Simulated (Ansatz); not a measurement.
Results of PBE-D4 (Ansatz, a program for electronic structure, plane waves, PAW) for SiSe₂ (Ibam, No. 72, 6 atoms in the cell; start mp-1179443).

Numerical settings: plane-wave cutoff 500 eV, 10×10×10 k mesh, gaussian smearing 0.02 eV, scalar-relativistic PAW data made under PBE.

Cell (relaxed at this level):

```
Se2Si
1.0
   -2.92128     4.72482     2.91504
    2.92128    -4.72482     2.91504
    2.92128     4.72482    -2.91504
Si Se
2 4
Cartesian
  0.00000   0.00000   4.37255
  0.00000   0.00000   1.45752
  1.30673  -1.19845   2.91504
  1.61455   5.92327   0.00000
  1.30673   1.19845   0.00000
  1.61455   3.52638   2.91504
```

Question: Predict the band gap.

Answer: 
- band gap: 1.46 eV (on the SCF k mesh)

Note: the relaxation could not lower the start's symmetry, so the cell can be a saddle point above a distorted one.

Spin–orbit coupling is not included.

Computed values are for the static lattice.

Cost on a shared machine: around 2.4 core-minutes (rough).

A start named mp-… is a Materials Project structure, which need not be a measured phase.
